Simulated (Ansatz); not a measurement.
Base system: CoSi2 (space group Fm-3m, No. 225; a = 5.315 Å; non-magnetic).

Calculations: Kohn–Sham DFT with the r2SCAN functional, run in Ansatz (an electronic-structure program) with PAW and 500 eV plane waves, no spin-orbit coupling.

Before the change:

Lattice parameter a: 531.5 pm

Now apply this change: Sb takes the place of Co on all its sites; the structure is relaxed again.

Tabulated Pauling electronegativity and covalent radius: Co 1.88, 1.26 Å; Sb 2.05, 1.39 Å.

**Question.** Predict the new lattice parameter a.

**Answer.** The lattice parameter a rises by 125.4 pm, from 531.5 pm to 656.9 pm.

No phonon test of stability was made. As relaxed here, Si2Sb is a hypothetical phase, not in the database extracts checked. Seeded moments were not kept for the base. The final runs are not spin-polarised. An odd electron count without spin: Si2Sb and CoSi2.
